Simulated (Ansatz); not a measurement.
Start from WSi₂ (space group I4/mmm, No. 139; a = 3.185 Å, c = 7.773 Å; relaxed with 0.1 eV smearing). Axes: x, y, z lie along a, b, c of the conventional cell.

The values are results of plane-wave PAW DFT at the LDA level (Ansatz, an electronic-structure program, 420 eV), no spin-orbit coupling, not measurements.

Base values:

The shortest interatomic distance is 2.571 Å and the band gap is zero.

Perturbation: a pure shear with ε_xz = ε_zx = 0.0029, atoms relaxed at fixed cell.

Question: Estimate the effect on the stress, shortest interatomic distance, energy relative to the base and band gap.

Answer: The stress (xx, yy, zz, yz, xz, xy; compression positive) amounts to (0.0, 0.0, 0.0, 0.0, -1.2, 0.0) GPa; the shortest interatomic distance remains 2.571 Å; the energy stays essentially unchanged; the band gap remains zero.

The cells carry an imposed strain or load. Stability against distortions was not tested. All final runs are without spin polarisation.
